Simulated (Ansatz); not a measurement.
System: rock-salt LaTe. Method: r²SCAN (plane waves, PAW; Ansatz, a first-principles code).

Run with plane-wave cutoff 560 eV, 16×16×16 k mesh, Fermi–Dirac smearing 0.05 eV, scalar-relativistic PAW data made under PBE.

Cell (relaxed at this level):

```
CELL_PARAMETERS angstrom
      0.00000     3.24724     3.24724
      3.24724     0.00000     3.24724
      3.24724     3.24724     0.00000
ATOMIC_POSITIONS crystal
  La 0.00000 0.00000 0.00000
  Te 0.50000 0.50000 0.50000
```

Problem. Predict the bulk modulus and pressure derivative B′ of the bulk modulus.

Solution. 
* **bulk modulus**: 57.7 GPa
* **pressure derivative B′ of the bulk modulus**: 4.5

The run finds no gap.

Spin–orbit coupling is not included; it can open a gap where bands touch, and shift volumes and moduli.

Static lattice: no zero-point or thermal effects.

It cost roughly 5 core-minutes of CPU time.
